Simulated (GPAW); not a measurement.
GPAW is run on Fe3Ge (P6_3/mmc, 8 atoms in the cell), and the run fails. The aim is a self-consistent single point with DFT PBEsol, plane waves, GPAW PAW datasets PBEsol (made by gpaw-setup).

This input was run:

```python
from ase import Atoms
from ase.units import GPa
from gpaw import GPAW

atoms = Atoms(['Fe', 'Fe', 'Fe', 'Fe', 'Fe', 'Fe', 'Ge', 'Ge'],
              cell=[[5.169000, 0.000000, 0.000000],
                    [-2.584500, 4.476485, 0.000000],
                    [0.000000, 0.000000, 4.222000]],
              scaled_positions=[[2.584500, 3.035057, 1.055500],
                                [-1.336186, 3.755771, 3.166500],
                                [1.248314, 0.720714, 1.055500],
                                [0.000000, 1.441428, 3.166500],
                                [3.920686, 0.720714, 1.055500],
                                [1.336187, 3.755771, 3.166500],
                                [-0.000003, 2.984325, 1.055500],
                                [2.584503, 1.492160, 3.166500]],
              pbc=True)

atoms.set_initial_magnetic_moments([4.0, 4.0, 4.0, 4.0, 4.0, 4.0, 0.0, 0.0])

calc = GPAW(spinpol=True,
            mode={'name': 'pw', 'ecut': 850},
            xc='PBEsol',
            kpts=(4, 4, 4),
            occupations={'name': 'methfessel-paxton', 'width': 0.05, 'order': 0},
            nbands=-12,
            convergence={'density': 1e-05, 'energy': 1e-05},
            symmetry={'symmorphic': False, 'tolerance': 0.0005},
            maxiter=150,
            txt='-')

atoms.calc = calc

energy = atoms.get_potential_energy()
print('Energy (eV):', round(energy, 6))
forces = atoms.get_forces()
print('Forces (eV/Ang):')
print(forces.round(5))
stress = atoms.get_stress()
print('Stress (GPa, Voigt):', (stress / GPa).round(4))
```

Output, abridged:

```
Input parameters:
  convergence: {density: 1e-05,
                energy: 1e-05}
  kpts: [4 4 4]
  maxiter: 150
  mode: {ecut: 850,
         name: pw}
  nbands: -12
  occupations: {name: methfessel-paxton,
                order: 0,
                width: 0.05}
  spinpol: True
  symmetry: {symmorphic: False,
             tolerance: 0.0005}
  xc: PBEsol

   [... lines left out ...]
  Backend: pulay
  Linear mixing parameter: 0.05
  old densities: 5
  Damping of long wavelength oscillations: 50

Hamiltonian:
  XC and Coulomb potentials evaluated on a 70*70*60 grid
  External potential:
    NoExternalPotential

XC parameters: PBEsol with 2 nearest neighbor stencil

Number of atoms: 8
Number of atomic orbitals: 62
Number of bands in calculation: 52
Number of valence electrons: 56
Bands to converge: occupied

Density initialized from atomic densities
  52 bands from LCAO basis set

Atomic positions and initial magnetic moments

Positions:
   0 Fe     5.515176   13.586387    4.456321    ( 0.0000,  0.0000,  4.0000)
   1 Fe   -16.613536   16.812653   13.368963    ( 0.0000,  0.0000,  4.0000)
   2 Fe     4.589850    3.226265    4.456321    ( 0.0000,  0.0000,  4.0000)
   3 Fe    -3.725371    6.452531   13.368963    ( 0.0000,  0.0000,  4.0000)
   4 Fe    18.403341    3.226265    4.456321    ( 0.0000,  0.0000,  4.0000)
   5 Fe    -2.800040   16.812653   13.368963    ( 0.0000,  0.0000,  4.0000)
   6 Ge    -7.713003   13.359286    4.456321    ( 0.0000,  0.0000,  0.0000)
   7 Ge     9.502808    6.679632   13.368963    ( 0.0000,  0.0000,  0.0000)

Unit cell:
           periodic     x           y           z      points  spacing
  1. axis:    yes    5.169000    0.000000    0.000000    35     0.1279
  2. axis:    yes   -2.584500    4.476485    0.000000    35     0.1279
  3. axis:    yes    0.000000    0.000000    4.222000    30     0.1407

  Lengths:   5.169000   5.169000   4.222000
  Angles:   90.000000  90.000000 120.000002

Effective grid spacing dv^(1/3) = 0.1385

Traceback (most recent call last):
   [... frames left out ...]
numpy.linalg.LinAlgError: The leading minor of order 104 of B is not positive definite. The factorization of B could not be completed and no eigenvalues or eigenvectors were computed.

The above exception was the direct cause of the following exception:

Traceback (most recent call last):
   [... frames left out ...]
ValueError: Too few plane waves or grid points
```

Q: From the messages shown, name the fault and mend the input.

A: The fault is fractional and Cartesian coordinates mixed up; here the program stops on it instead of giving results. To fix it, make label and numbers agree, by changing either. The program stopped with an error.

The sound input it was made from differs as follows (other fixes are possible):
```diff
-              scaled_positions=[[2.584500, 3.035057, 1.055500],
-                                [-1.336186, 3.755771, 3.166500],
-                                [1.248314, 0.720714, 1.055500],
-                                [0.000000, 1.441428, 3.166500],
-                                [3.920686, 0.720714, 1.055500],
-                                [1.336187, 3.755771, 3.166500],
-                                [-0.000003, 2.984325, 1.055500],
-                                [2.584503, 1.492160, 3.166500]],
+              scaled_positions=[[0.839000, 0.678000, 0.250000],
+                                [0.161000, 0.839000, 0.750000],
+                                [0.322000, 0.161000, 0.250000],
+                                [0.161000, 0.322000, 0.750000],
+                                [0.839000, 0.161000, 0.250000],
+                                [0.678000, 0.839000, 0.750000],
+                                [0.333333, 0.666667, 0.250000],
+                                [0.666667, 0.333333, 0.750000]],
```

With that input, the run converged in 21 iterations: free energy E − TS (from the program's reference atoms) -69.0685 eV; Fermi level (on the code's own zero) 10.56 eV; pressure -9.25 GPa; largest force (vector length) 0.059 eV/Å; size of the cell's spin moment 12.80 μB (DFT PBEsol, plane waves, GPAW PAW datasets PBEsol (made by gpaw-setup)).

On the sound input: the starting cell comes from a database of published, mostly measured structures (it also holds non-ambient and calculated ones), without a prior relaxation at this level. The magnetic order is the one reached from the typed start; others were not searched systematically. With a pressure of about -9 GPa the cell is away from its equilibrium volume at this level. Without a gap this mesh is coarse (it stands for a supercell whose shortest vector is 17 Å).
